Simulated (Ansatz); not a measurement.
Structures of equal composition on the (0001) surface of hcp Ti: a layer of Ga in place of the second plane; a layer of Ga in place of the third plane. The slabs share one bottom face, and each structure is named by its start. These are constructed structures in small cells; real faces may alloy, dewet or reconstruct in larger ones, and not all known structures of the face are among them. Slabs of about 12 Å with all that they carry, Fermi-Dirac smearing of 0.1 eV. Bottom of the slabs: a bare face, its two planes held. Relaxed from the named starts with such symmetry as they have, on meshes of like density; energies extrapolated to zero smearing; no spin-orbit coupling, no U. Spin-polarised runs, if any, are marked in brackets, and their order is one that fits the cell; the others ran without spin.

All values below come from PBE (plane waves to 420 eV, PAW; Ansatz, a first-principles code).

Problem. Rank these by energy per 1x1 cell (lowest first), as PBE gives it.

Solution. a layer of Ga in place of the third plane (0.000 eV), a layer of Ga in place of the second plane (0.194 eV)
